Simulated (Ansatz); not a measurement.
# Response to strain in C

The reference is C in the diamond structure (space group Fd-3m, No. 227).

```xyz
2
Lattice="0.0000 1.7769 1.7769 1.7769 0.0000 1.7769 1.7769 1.7769 0.0000" Properties=species:S:1:pos:R:3 pbc="T T T"
C      0.0000     0.0000     0.0000
C      0.8884     0.8884     0.8884
```

Strains are applied to the cell and any free atomic positions relax.

All numbers come from PBEsol (Ansatz, a program for electronic structure), no spin-orbit coupling.

Candidates:
(a) isotropic strain −3.00 %
(b) isotropic strain +1.00 %
(c) isotropic strain +3.00 %
(d) isotropic strain −2.00 %

Before the change:

```
Quantity    Value
--------  -------
Band gap  4.03 eV
```

**Question.** Order them by band gap, lowest first.

**Answer.** (c) isotropic strain +3.00 % (3.84 eV), (b) isotropic strain +1.00 % (3.97 eV), (d) isotropic strain −2.00 % (4.17 eV), (a) isotropic strain −3.00 % (4.25 eV)

Stability against distortions was not tested.
